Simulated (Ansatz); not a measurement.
## CuCl: alloy series

Consider CuCl in the zinc blende structure (space group F-43m, No. 216; a = 5.290 Å).

The other end (x = 1) is FeCl in the zinc blende structure (space group F-43m, No. 216; ferromagnetic; a hypothetical phase, not in the database extracts checked): 17.77 Å³/atom, gap zero; this end may not be an ambient phase.

Fe replaces a fraction x of Cu; each row is one arrangement (x, atoms in the cell, starting space group or random), fully relaxed.

The values are results of DFT with PBEsol, PAW potentials and a 420 eV plane-wave cutoff in Ansatz (a program for electronic structure), no SOC, not measurements.

Candidates:
(a) x(Fe) = 0.333, 6 atoms, I-4m2
(b) x(Fe) = 0.25, 8 atoms, I-42m
(c) x(Fe) = 0.667, 6 atoms, P3m1

Notes on the quantities. deviation of the volume from the linear: Vegard-type) interpolation.

Q: Order them by deviation of the volume from the linear, lowest first.

A: (c) x(Fe) = 0.667, 6 atoms, P3m1 (-1.5 %), (a) x(Fe) = 0.333, 6 atoms, I-4m2 (+1.4 %), (b) x(Fe) = 0.25, 8 atoms, I-42m (+1.8 %)

These are small ordered cells, not random alloys; other orderings at the same x differ. No phonon test of stability was made. No Hubbard U is applied and the magnetic state is the run's own (FeCu2Cl3 ferromagnetic; FeCl ferromagnetic; FeCu3Cl4 ferromagnetic; Fe2CuCl3 ferromagnetic); other magnetic orders, which need larger cells, were not tried and can change the gap. Spin-polarised in the final run: FeCu2Cl3, FeCl, FeCu3Cl4 and Fe2CuCl3; the other runs are not. Under x(Fe) = 0.667, 6 atoms, P3m1 the cell changed shape so far that it is another structure.
